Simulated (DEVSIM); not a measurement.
Device: Au/Si3N4/n-Si capacitor, at 300 K.

```
layer (left to right)  material  thickness (nm)  Nd (cm⁻³)
---------------------  --------  --------------  ---------
1                         Si3N4            15.0          -
2                            Si            8800     4.3e15
```

Metal gate on the left, work function 5.1 eV. Fixed charge at the semiconductor interface 5.1e11 cm⁻² (in units of +e); no interface traps.

This is a model device: material constants are rounded textbook-type values typed into the input, and sizes, dopings and lifetimes were drawn at random. Values at 300 K.

| parameter | Si3N4 | Si |
|---|---|---|
| gap (eV) | 5.1 | 1.124 |
| affinity (eV) | 2.1 | 4.05 |
| permittivity | 7.5 | 11.7 |
| Nc (cm⁻³) | - | 2.86e19 |
| Nv (cm⁻³) | - | 3.1e19 |

DEVSIM, 1D Poisson equation in equilibrium, Boltzmann statistics, complete ionisation; no quantum confinement or tunnelling. Metal contacts follow the ideal Schottky-Mott rule: no Fermi-level pinning, no interface dipoles.

Problem. Give the band bending (positive: bands bend down) and minority sheet density.

Solution. 
```json
[
 {"Vg (V)": "-1.4", "ψs (V)": "-0.895", "minority carriers (cm⁻²)": "3.0e12"},
 {"Vg (V)": "-1.1", "ψs (V)": "-0.880", "minority carriers (cm⁻²)": "2.2e12"},
 {"Vg (V)": "-0.8", "ψs (V)": "-0.860", "minority carriers (cm⁻²)": "1.4e12"},
 {"Vg (V)": "-0.5", "ψs (V)": "-0.827", "minority carriers (cm⁻²)": "6.6e11"},
 {"Vg (V)": "-0.2", "ψs (V)": "-0.744", "minority carriers (cm⁻²)": "6.2e10"},
 {"Vg (V)": "0.1", "ψs (V)": "-0.480", "minority carriers (cm⁻²)": "< 1e8"},
 {"Vg (V)": "0.4", "ψs (V)": "-0.202", "minority carriers (cm⁻²)": "< 1e8"},
 {"Vg (V)": "0.7", "ψs (V)": "0.041", "minority carriers (cm⁻²)": "< 1e8"},
 {"Vg (V)": "1", "ψs (V)": "0.144", "minority carriers (cm⁻²)": "< 1e8"},
 {"Vg (V)": "1.3", "ψs (V)": "0.184", "minority carriers (cm⁻²)": "< 1e8"},
 {"Vg (V)": "1.6", "ψs (V)": "0.207", "minority carriers (cm⁻²)": "< 1e8"},
 {"Vg (V)": "1.9", "ψs (V)": "0.224", "minority carriers (cm⁻²)": "< 1e8"}
]
```
